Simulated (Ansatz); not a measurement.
The parent structure is MgTe in the zinc blende structure (space group F-43m, No. 216; a = 6.4384 Å). Axes: x, y, z lie along the cube axes.

Computed with DFT with PBEsol, PAW potentials and a 420 eV plane-wave cutoff in Ansatz (a first-principles code), no SOC, earlier PAW set.

Now apply this change: a pure shear with ε_yz = ε_zy = 0.0320, atoms relaxed at fixed cell.

Question: Predict the stress tensor and what it implies for the stiffness.

Answer: Stress of the strained cell less that of the base (GPa, compression positive):
```
  -0.08    0.00    0.00
   0.00    0.00   -1.06
   0.00   -1.06    0.00
```

Then −Δσ/γ with γ = 2ε = 0.0640 gives secant stiffness values (nonlinear terms included at this strain): C44 ≈ 17 GPa.

As a check, the harmonic strain energy −½ V₀ Δσ:ε is 7.1 meV/atom; the computed energy rise is 7.1 meV/atom.

Stability against distortions was not tested.
